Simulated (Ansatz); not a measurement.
Effect of isotropic strain +1.80 % on CdSe

Base system: CdSe in the wurtzite structure (space group P6_3mc, No. 186; a = 4.383 Å, c = 7.154 Å).

Now apply this change: every lattice vector is stretched by 1.80 %; the atoms relax in the strained cell.

Level of theory: PBE (Ansatz, a quantum-chemistry and plane-wave program, PAW, no spin-orbit coupling). Settings: 9×9×5 k-points, 0.05 eV Fermi–Dirac smearing.

The volume per atom grows by 1.64 Å³ to 31.39 Å³ and the space group is still P6_3mc (No. 186). The shortest interatomic distance grows by 0.048 Å (2.682 Å → 2.730 Å) and the energy goes up by 11 meV/atom. The pressure (mean of the normal stresses, compression positive) goes from zero to -2.10 GPa and the band gap falls by 0.117 eV to 0.43 eV. The gap character stays direct at Γ and the mean gap deformation potential ΔEg/Δln V amounts to -2.2 eV. The width of the top valence band drops by 0.145 eV (1.56 eV → 1.41 eV) and the electron mass is 0.048 mₑ (at Γ). The valence-band top at Γ (three highest levels, from the VBM) remains 0.00, 0.00, -0.04 eV.

Cost of the whole job for the changed cell (relaxation, final SCF and bands): very roughly 90 core-seconds.

Effective masses come from finite differences of ±0.01 Å⁻¹. Stability against distortions was not tested.
